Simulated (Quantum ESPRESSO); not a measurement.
# Cost against accuracy: conv_thr for BN (P6_3mc, 12 atoms in the cell)

Cell: a = 2.6576 Å, b = 2.6576 Å, c = 13.0405 Å, α = 90.00°, β = 90.00°, γ = 120.00°.

Method: PBE, GBRV 1.5 ultrasoft (PBE) pseudopotentials (plane waves; Quantum ESPRESSO).

Base settings: ecutwfc = 40 Ry; ecutrho = 200 Ry; occupations = smearing; smearing = gauss; degauss = 0.0099958 Ry; potentials = {B: b_pbe_v1.4.uspp.F.UPF, N: n_pbe_v1.2.uspp.F.UPF}; K_POINTS = automatic 10 10 2 0 0 0; conv_thr = 1e-08 Ry; mixing_beta = 0.3.

Misses are taken against the tightest run, 7.3e-14 Ry, which need not be fully converged itself.

The count of work is k-points × plane waves × bands × iterations; it is no time, and leaves out set-up, grids and terms that scale otherwise. 

The starting cell was generated: these elements placed on a structure prototype, without a prior relaxation; it need not be a known phase or ordering of this composition. Its lattice was rescaled by a random factor within 2.5 % of one. In the base run, with a pressure of about -33 GPa the cell is away from its equilibrium volume at this level. A gap is left out here, as mesh or smearing make it unsure.

The runs (conv_thr): 0.0073 Ry | 0.00073 Ry | 7.3e-05 Ry | 7.3e-06 Ry | 7.3e-07 Ry | 7.3e-08 Ry | 1e-08 Ry | 7.3e-10 Ry | 7.3e-12 Ry | 7.3e-14 Ry.

Problem. Which is the coarsest setting among those run that, with all tighter ones, holds the pressure within 1 GPa of the reference, and what does it save?

Solution. 7.3e-05 Ry, off by 0.078 GPa; it needs 0.40 of the reference's count of work.

Problem. Which is the coarsest setting among those run that, with all tighter ones, holds the pressure within 0.05 GPa of the reference, and what does it save?

Solution. 7.3e-08 Ry, off by 0.013 GPa; its saving against the reference is no more than about a factor of 2 in the count of work.

Problem. What does the step from 0.0073 Ry to 7.3e-10 Ry buy?

Solution. It takes the miss in the pressure from 7.0 to 0.002 GPa, for 3.2 times the count of work.

```
conv_thr    pressure less reference (GPa)  count of work / reference
----------  -----------------------------  -------------------------
0.0073 Ry                            6.99                       0.20
0.00073 Ry                          -2.57                       0.30
7.3e-05 Ry                           0.08                       0.40
7.3e-06 Ry                           0.08                       0.40
7.3e-07 Ry                           0.10                       0.45
7.3e-08 Ry                           0.01                       0.55
1e-08 Ry                             0.01                       0.60
7.3e-10 Ry                           0.00                       0.65
7.3e-12 Ry                           0.00                       0.75
7.3e-14 Ry                           0.00                        1.0
```
